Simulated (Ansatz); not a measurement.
System: AlB2-type CrB₂. Method: r²SCAN (plane waves, PAW; Ansatz, a first-principles code).

Run with plane-wave cutoff 560 eV, 24×24×18 k mesh (along the axes of the cell as run), Fermi–Dirac smearing 0.05 eV, spin-polarised start, scalar-relativistic PAW data made under PBE.

Cell (relaxed at this level):

```cif
data_B2Cr
_chemical_formula_sum 'Cr1 B2'
_space_group_name_H-M_alt 'P6/mmm'
_space_group_IT_number 191
_space_group_name_Hall '-P 6 2'
_cell_length_a 2.98118
_cell_length_b 2.98118
_cell_length_c 3.05792
_cell_angle_alpha 90.000
_cell_angle_beta 90.000
_cell_angle_gamma 120.000
loop_
_atom_site_label
_atom_site_type_symbol
_atom_site_symmetry_multiplicity
_atom_site_Wyckoff_symbol
_atom_site_fract_x
_atom_site_fract_y
_atom_site_fract_z
_atom_site_occupancy
Cr1 Cr 1 a 0.00000 0.00000 0.00000 1
B1 B 2 d 0.33333 0.66667 0.50000 1
```

Q: Predict the bulk modulus.

A: 
- bulk modulus: 239 GPa

The run finds no gap.

Note: the magnetic order was assumed, not searched for or taken from measurement; the bulk modulus is −V dP/dV from two relaxed cells at ±2 % in volume.

The computed numbers hold no vibrational or temperature effects.
